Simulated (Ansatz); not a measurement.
Point defect Ti on the Hf site (Ti_Hf) in monoclinic HfO2

Computed with PBE, PAW (plane waves to 420 eV; Ansatz, a quantum-chemistry and plane-wave program). A 2×2×2 supercell of 96 sites was used; the energies come from a 2×2×2 shifted sampling of its zone. Site at the start: the Hf site. Energies of charged states are corrected for periodic images (point charge plus alignment at distant sites). Dielectric constants: PBE linear response of the host. Host gap at this level: 4.04 eV. A cell of this size leaves errors of a few tenths of an eV. Levels are measured in PBE's own, too narrow, gap. Spin–orbit coupling is left out, which matters for these heavy elements, and no Hubbard U is applied to the open shells. Each state is the lowest found from its start.

Formation energies E_f are given with the Fermi level at the valence-band maximum. Chemical conditions: Hf-rich (Δμ(Hf) = 0.00 eV, Δμ(Ti) = -0.13 eV, bounded by Ti3O (P-31c); only phases computed here count, gases as isolated molecules at 0 K); O-rich (Δμ(Hf) = -10.38 eV, Δμ(Ti) = -9.15 eV, bounded by anatase TiO2; only phases computed here count, gases as isolated molecules at 0 K). Reference phases: Hf: hcp Hf, Ti: hcp Ti.

```csv
charge,moment (μB),point group,largest move off a lattice site (Å),image correction with alignment (eV),"E_f, Hf-rich (eV)","E_f, O-rich (eV)"
+1†,1.0,–,0.12,-0.17,–,–
0,not spin-polarised,C1,0.12,0.00,1.84,0.47
−1,1.0,C1,0.06,0.28,4.96,3.60
```

† Not settled in this cell, so no level is given: charge +1: carriers not clearly localised, level within 0.1 eV of a band edge or past it.

Point groups are those of the whole cell at tolerances of 0.03 and 0.1 Å ("near" where only the looser one holds); none is given for unsettled states.

Transition levels above the valence-band maximum: ε(0/−1) = 3.13 eV. With a charge missing or unsettled, these needn't be thermodynamic levels.

Flagged in the runs: a host whose relaxation on this sampling wasn't shown to rest, a strain field that reaches the edge of the cell.

All states together cost about 9 core-hours (a rough figure).
